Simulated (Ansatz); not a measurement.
## Worked sum: formation energy of H_i in Pt (fcc, Fm-3m)

Subject: the formation energy of H_i in Pt (fcc, Fm-3m). Reaction: 64 Pt (fcc) + 1/2 H2 (gas) → cell A.

A: a supercell of 64 sites of Pt (fcc, Fm-3m) with H off the lattice sites (6 Pt at 2.02 Å); spin state with PBE: run without spin.

Setting: static, neutral cells in Ansatz (PAW) whose structures rest at the PBE level. Ansatz (an electronic-structure program) runs with its PAW set soft_1. Other levels take these structures. The lattices are those relaxed with PBE, so at other levels the solids can be strained, which adds to the spread. Larger cells are relaxed from a start prepared with the learned potential CHGNet, on a coarser mesh till forces fall under 0.03 eV/Å, which some starts already meet. A dispersion term (D3(BJ), or D4 for r2SCAN) was computed beside these levels and is taken off wherever the name lacks it. Space groups of crystals are read within 0.01 Å. The runs are scalar-relativistic, without spin-orbit coupling. Mesh and cell size may move defect energies by 0.1 eV or more. Cell A has symmetry Fm-3m within 0.02 Å and got no random move, so less symmetric positions, which may lie lower, weren't tried.

Total energies of the cells in eV, at zero smearing width. They compare only within one column; the weights balance every element.

| cell | atoms | weight | r2SCAN | r2SCAN+D4 |
|---|---|---|---|---|
| A: Pt:H_i | 65 | +1 | -802463.09765 | -802479.01522 |
| Pt (fcc) | 64 | −1 | -802447.69466 | -802463.52838 |
| H2 (gas) | 2 | −1/2 | -31.88931 | -31.88983 |

r2SCAN: (-802463.09765) − (-802447.69466) − 1/2 × (-31.88931) = 0.542 eV.

r2SCAN+D4: (-802479.01522) − (-802463.52838) − 1/2 × (-31.88983) = 0.458 eV.
